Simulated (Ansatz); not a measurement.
Consider PbO$_{2}$ in the rutile structure (space group P4_2/mnm, No. 136; a = 5.082 Å, c = 3.444 Å). Axes: x, y, z lie along a, b, c of the conventional cell.

The values are results of PBE in Ansatz (plane waves to 420 eV, PAW, spin-orbit coupling left out), not measurements.

For the base:

| Item | Value |
|---|---|
| Pressure | 0.0 GPa |
| Shortest interatomic distance | 2.207 Å |
| Band gap | zero |

It is then changed as follows: biaxial strain +2.04 %, plane normal [001], relaxed out of plane (Cartesian); in-plane vectors clamped, the third vector and the atoms free.

Question: Predict the new pressure.

Answer: The pressure (mean of the normal stresses, compression positive) goes from zero to -1.7 GPa.

Question: What happens to the shortest interatomic distance?

Answer: The shortest interatomic distance drops by 0.0064 Å to 2.200 Å.

Question: Predict the new band gap.

Answer: The band gap stays zero.

With Pb present, leaving out spin-orbit coupling can change the band edges. Stability against distortions was not tested. The final runs are not spin-polarised. A zero or small gap of PbO2 can be the functional's error rather than a property of the material.

Ansatz is a program for electronic structure.
